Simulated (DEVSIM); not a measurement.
Device: Al/SiO2/p-Ge capacitor, at 400 K.

```
layer (left to right)  material  thickness (nm)  Na (cm⁻³)
---------------------  --------  --------------  ---------
1                          SiO2            27.0          -
2                            Ge             820     5.2e17
```

Metal gate on the left, work function 4.1 eV. Fixed charge at the semiconductor interface -9e11 cm⁻² (in units of +e); no interface traps.

Constants are typed, rounded textbook-type inputs, not results; the design itself was drawn at random and stands for no fabricated device. Values at 300 K; Nc and Nv go as T^1.5, mobilities as T to minus their exponent, the gap by Varshni's rule with the affinity fixed.

| parameter | SiO2 | Ge |
|---|---|---|
| gap (eV) | 9 | 0.664 |
| affinity (eV) | 0.9 | 4 |
| permittivity | 3.9 | 16 |
| Nc (cm⁻³) | - | 1.04e19 |
| Nv (cm⁻³) | - | 6e18 |
| Varshni α (eV/K) | - | 0.000477 |
| Varshni β (K) | - | 235 |

DEVSIM, 1D Poisson equation in equilibrium, Boltzmann statistics, complete ionisation; no quantum confinement or tunnelling. Metal contacts follow the ideal Schottky-Mott rule: no Fermi-level pinning, no interface dipoles.

Problem. Tabulate band edges, carrier densities and field at 1.2 V on the gate.

Solution. Energies count from the Fermi level of the right contact; mesh points crowd at the junctions.

```json
[
 {"x (μm)": "0.000", "Ec (eV)": "2.000", "Ev (eV)": "-7.000", "n (cm⁻³)": "< 1e2", "p (cm⁻³)": "< 1e2", "field (V/cm)": "590000"},
 {"x (μm)": "0.001241", "Ec (eV)": "2.073", "Ev (eV)": "-6.927", "n (cm⁻³)": "< 1e2", "p (cm⁻³)": "< 1e2", "field (V/cm)": "590000"},
 {"x (μm)": "0.003693", "Ec (eV)": "2.217", "Ev (eV)": "-6.783", "n (cm⁻³)": "< 1e2", "p (cm⁻³)": "< 1e2", "field (V/cm)": "590000"},
 {"x (μm)": "0.008535", "Ec (eV)": "2.502", "Ev (eV)": "-6.498", "n (cm⁻³)": "< 1e2", "p (cm⁻³)": "< 1e2", "field (V/cm)": "590000"},
 {"x (μm)": "0.01927", "Ec (eV)": "3.133", "Ev (eV)": "-5.867", "n (cm⁻³)": "< 1e2", "p (cm⁻³)": "< 1e2", "field (V/cm)": "590000"},
 {"x (μm)": "0.02371", "Ec (eV)": "3.394", "Ev (eV)": "-5.606", "n (cm⁻³)": "< 1e2", "p (cm⁻³)": "< 1e2", "field (V/cm)": "590000"},
 {"x (μm)": "0.02596", "Ec (eV)": "3.527", "Ev (eV)": "-5.473", "n (cm⁻³)": "< 1e2", "p (cm⁻³)": "< 1e2", "field (V/cm)": "590000"},
 {"x (μm)": "0.02741", "Ec (eV)": "0.489", "Ev (eV)": "-0.135", "n (cm⁻³)": "1.1e13", "p (cm⁻³)": "1.8e17", "field (V/cm)": "40000"},
 {"x (μm)": "0.02915", "Ec (eV)": "0.495", "Ev (eV)": "-0.129", "n (cm⁻³)": "9.2e12", "p (cm⁻³)": "2.2e17", "field (V/cm)": "34000"},
 {"x (μm)": "0.03306", "Ec (eV)": "0.506", "Ev (eV)": "-0.118", "n (cm⁻³)": "6.7e12", "p (cm⁻³)": "3.0e17", "field (V/cm)": "22000"},
 {"x (μm)": "0.04102", "Ec (eV)": "0.518", "Ev (eV)": "-0.106", "n (cm⁻³)": "4.8e12", "p (cm⁻³)": "4.2e17", "field (V/cm)": "8800"},
 {"x (μm)": "0.06631", "Ec (eV)": "0.525", "Ev (eV)": "-0.099", "n (cm⁻³)": "3.9e12", "p (cm⁻³)": "5.2e17", "field (V/cm)": "350"},
 {"x (μm)": "0.1110", "Ec (eV)": "0.525", "Ev (eV)": "-0.099", "n (cm⁻³)": "3.9e12", "p (cm⁻³)": "5.2e17", "field (V/cm)": "≈ 0"},
 {"x (μm)": "0.2050", "Ec (eV)": "0.525", "Ev (eV)": "-0.099", "n (cm⁻³)": "3.9e12", "p (cm⁻³)": "5.2e17", "field (V/cm)": "≈ 0"},
 {"x (μm)": "0.5009", "Ec (eV)": "0.525", "Ev (eV)": "-0.099", "n (cm⁻³)": "3.9e12", "p (cm⁻³)": "5.2e17", "field (V/cm)": "≈ 0"},
 {"x (μm)": "0.6831", "Ec (eV)": "0.525", "Ev (eV)": "-0.099", "n (cm⁻³)": "3.9e12", "p (cm⁻³)": "5.2e17", "field (V/cm)": "≈ 0"},
 {"x (μm)": "0.7697", "Ec (eV)": "0.525", "Ev (eV)": "-0.099", "n (cm⁻³)": "3.9e12", "p (cm⁻³)": "5.2e17", "field (V/cm)": "≈ 0"},
 {"x (μm)": "0.8109", "Ec (eV)": "0.525", "Ev (eV)": "-0.099", "n (cm⁻³)": "3.9e12", "p (cm⁻³)": "5.2e17", "field (V/cm)": "≈ 0"},
 {"x (μm)": "0.8342", "Ec (eV)": "0.525", "Ev (eV)": "-0.099", "n (cm⁻³)": "3.9e12", "p (cm⁻³)": "5.2e17", "field (V/cm)": "≈ 0"},
 {"x (μm)": "0.8415", "Ec (eV)": "0.525", "Ev (eV)": "-0.099", "n (cm⁻³)": "3.9e12", "p (cm⁻³)": "5.2e17", "field (V/cm)": "≈ 0"},
 {"x (μm)": "0.8451", "Ec (eV)": "0.525", "Ev (eV)": "-0.099", "n (cm⁻³)": "3.9e12", "p (cm⁻³)": "5.2e17", "field (V/cm)": "≈ 0"},
 {"x (μm)": "0.8470", "Ec (eV)": "0.525", "Ev (eV)": "-0.099", "n (cm⁻³)": "3.9e12", "p (cm⁻³)": "5.2e17", "field (V/cm)": "≈ 0"}
]
```
